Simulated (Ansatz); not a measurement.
Base system: BeS in the zinc blende structure (space group F-43m, No. 216; a = 4.8381 Å).

Level of theory: PBEsol (Ansatz, a first-principles code; PAW; 420 eV plane waves; scalar-relativistic without spin-orbit coupling).

Before the change:

```
Item                                      Value
-------------------  --------------------------
Lattice parameter a                     4.838 Å
Hole mass            0.33, 0.55, 0.55 mₑ (at Γ)
```

Now apply this change: a hydrostatic pressure of 4.5 GPa.

Question: What happens to the mean gap deformation potential ΔEg/Δln V, lattice parameter a and hole mass?

Answer: The mean gap deformation potential ΔEg/Δln V is +2.4 eV; the lattice parameter a falls by 0.068 Å (4.838 Å → 4.770 Å); the hole mass (degenerate bands, along [100]) goes from 0.33, 0.55, 0.55 mₑ (at Γ) to 0.34, 0.52, 0.52 mₑ (at Γ).

Load acts through the strain it causes; cell and atoms are relaxed under it. Effective masses come from finite differences of ±0.01 Å⁻¹. No phonon test of stability was made.
